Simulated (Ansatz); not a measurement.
Base system: LiNbO$_{3}$ (space group R3c, No. 161).

```yaml
crystal:
  lattice:
    - [2.56874, 1.48306, 4.62825]
    - [-2.56874, 1.48306, 4.62825]
    - [0.00000, -2.96613, 4.62825]
  atoms:
    - { symbol: Li, position: [0.70218, 0.70218, 0.70218] }
    - { symbol: Li, position: [0.20218, 0.20218, 0.20218] }
    - { symbol: Nb, position: [0.98418, 0.98418, 0.98418] }
    - { symbol: Nb, position: [0.48418, 0.48418, 0.48418] }
    - { symbol: O, position: [0.62231, 0.87636, 0.26469] }
    - { symbol: O, position: [0.87636, 0.26469, 0.62231] }
    - { symbol: O, position: [0.26469, 0.62231, 0.87636] }
    - { symbol: O, position: [0.76469, 0.37636, 0.12231] }
    - { symbol: O, position: [0.37636, 0.12231, 0.76469] }
    - { symbol: O, position: [0.12231, 0.76469, 0.37636] }
```

Cartesian axes are those of the cell as printed.

The values are results of Ansatz (a first-principles code) r2SCAN, no spin-orbit coupling, not measurements.

The change: the cell is compressed by 0.35 % along x with no lateral relaxation; the atoms relax in the strained cell.

Q: Estimate the effect on the energy relative to the base and stress.

A: The energy stays essentially unchanged; the stress (xx, yy, zz, yz, xz, xy; compression positive) amounts to (0.74, 0.22, 0.26, 0.03, 0.00, 0.00) GPa.

No phonon test of stability was made.
